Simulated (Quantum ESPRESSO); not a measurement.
One base run on AlAsPt5 (P4/mmm, 7 atoms in the cell) and variants with one or two settings moved

AlAsPt₅ has the tetragonal space group P4/mmm (No. 123), Pearson symbol tP7. Conventional cell: a = b = 3.9505 Å, c = 7.0230 Å, α = β = γ = 90.00°. Al on 1c has 12 Pt at 2.750–2.793 Å (cuboctahedral). As on 1b is coordinated by 8 Pt at 2.541 Å (cubic). Pt1 on 4i sees 2 As at 2.541 Å and 6 Pt at 2.750–2.793 Å and 2 Al at 2.750 Å. Pt2 on 1a sees 8 Pt at 2.750 Å and 4 Al at 2.793 Å (cuboctahedral). (Neighbours: up to the widest gap in distance over summed covalent radii, below 1.35, at either atom; cation-cation and far metal-metal contacts left out.)

Base run A: PBEsol, GBRV 1.5 ultrasoft (PBESOL) pseudopotentials run with Quantum ESPRESSO 7.5, self-consistent single point.

Its settings: ecutwfc = 40 Ry; ecutrho = 320 Ry; occupations = smearing; smearing = fermi-dirac; degauss = 0.0099958 Ry; potentials = {Al: al_pbesol_v1.uspp.F.UPF, As: as_pbesol_v1.uspp.F.UPF, Pt: pt_pbesol_v1.4.uspp.F.UPF}; K_POINTS = automatic 6 6 3 0 0 0; conv_thr = 1e-10 Ry; mixing_beta = 0.5.

The starting cell comes from a database of computed structures (which also holds hypothetical and non-ambient phases and stackings), without a prior relaxation at this level. Spin polarisation is off. In the base run, with a pressure of about -4 GPa the cell is away from its equilibrium volume at this level.

ΔF is the free energy per atom less that of run A. A dash stands where there is no value to compare (another energy zero or no entropy term, no result, no spin, no clean gap, or a mesh too coarse for one). Total energies depend on the potentials, the functional and any Hubbard or dispersion term, so they are compared only between runs that share all of them.

```tsv
run	change	ΔF (meV/atom)	pressure (GPa)	largest force (eV/Å)	k-points	valence electrons
A	base	0.00	-3.75	0.056	20	88
B	ecutwfc: 40 Ry → 60 Ry; ecutrho: 320 Ry → 480 Ry	-18.6	-3.37	0.053	20	88
C	nosym: default → true	0.00	-3.75	0.056	56	88
D	degauss: 0.0099958 Ry → 0.002205 Ry; K_POINTS: automatic 6 6 3 0 0 0 → automatic 5 5 3 0 0 0	-1.14	-3.87	0.064	12	88
E	vdw_corr: default → grimme-d3; dftd3_version: default → 4; dftd3_threebody: default → true [PBEsol-D3(BJ) with three-body term]	–	-8.64	0.055	20	88
F	lattice scaled by 1.015	33.4	-12.20	0.160	20	88
G	ecutwfc: 40 Ry → 85 Ry; ecutrho: 320 Ry → default; pseudopotentials: {Al: al_pbesol_v1.uspp.F.UPF, As: as_pbesol_v1.uspp.F.UPF, Pt: pt_pbesol_v1.4.uspp.F.UPF} → {Al: Al.upf, As: As.upf, Pt: Pt.upf}	–	-5.55	0.057	20	108
H	mixing_mode: default → plain	0.00	-3.75	0.056	20	88
I	conv_thr: 1e-10 Ry → default	0.00	-3.53	0.035	20	88
J	mixing_ndim: default → 16	0.00	-3.75	0.056	20	88
```

Run F against A: The free energy goes up by 33.4 meV/atom, the pressure goes from -3.75 to -12.20 GPa and the largest force goes from 0.056 to 0.160 eV/Å.

Run I against A: The free energy hardly moves (within 1 meV/atom), the pressure goes from -3.75 to -3.53 GPa and the largest force goes from 0.056 to 0.035 eV/Å.

Run D against A: The free energy drops by 1.1 meV/atom, the pressure goes from -3.75 to -3.87 GPa and the largest force goes from 0.056 to 0.064 eV/Å.
